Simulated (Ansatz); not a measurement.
Take Al₂O₃ in the corundum structure (space group R-3c, No. 167; a = 4.809 Å, c = 13.124 Å (hexagonal axes)) as the base.

The values are results of PBE (Ansatz, an electronic-structure program; PAW; 420 eV plane waves; no spin-orbit coupling), not measurements.

For the base:

```
Item                                   Value
---------------------  ---------------------
Valence-band top at Γ  0.00, -0.03, -0.03 eV
Pressure                            0.00 GPa
```

The change: every lattice vector is stretched by 0.61 %; the atoms relax in the strained cell.

### Question
What does the calculation give for the mean gap deformation potential ΔEg/Δln V, valence-band top at Γ, energy relative to the base and pressure after the change?

### Answer
The mean gap deformation potential ΔEg/Δln V amounts to -12.1 eV; the valence-band top at Γ (three highest levels, from the VBM) changes from 0.00, -0.03, -0.03 eV to 0.00, -0.02, -0.02 eV; the energy increases by 2.1 meV/atom; the pressure (mean of the normal stresses, compression positive) goes from zero to -4.05 GPa.

No phonon test of stability was made.
